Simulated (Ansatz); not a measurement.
End structure of a constructed model of the (110) surface of bcc W, a pseudomorphic layer of Ir in the host's stacking (bottom of the slab: a bare face, its two planes held):

```yaml
crystal:
  lattice:
    - [2.75768, 0.00000, 0.00000]
    - [-0.91923, 2.59996, 0.00000]
    - [0.00000, 0.00000, 30.00000]
  atoms:
    - { symbol: W, position: [0.50000, 0.50000, 0.26706] }
    - { symbol: W, position: [0.00000, 0.00000, 0.34212] }
    - { symbol: W, position: [0.50000, 0.50000, 0.41736] }
    - { symbol: W, position: [0.00000, 0.00000, 0.49217] }
    - { symbol: W, position: [0.50000, 0.50000, 0.56719] }
    - { symbol: W, position: [0.00000, 0.00000, 0.64258] }
    - { symbol: Ir, position: [0.50000, 0.50000, 0.71087] }
```

Model: 7-atom slab, 14.0 Å thick at the start with caps and adatoms (thin: gaps and levels are the slab's own), 14x14x1 mesh, Fermi-Dirac 0.1 eV, dipole correction, single point; on the structure that PBE left under its start's symmetry; no spin, no spin-orbit, no U. It is one candidate, not shown to be the stable structure of the face.

Estimate the work function of the top face that r2SCAN, at the PBE geometry (Ansatz, a program for electronic structure) returns for this input.

4.86 eV
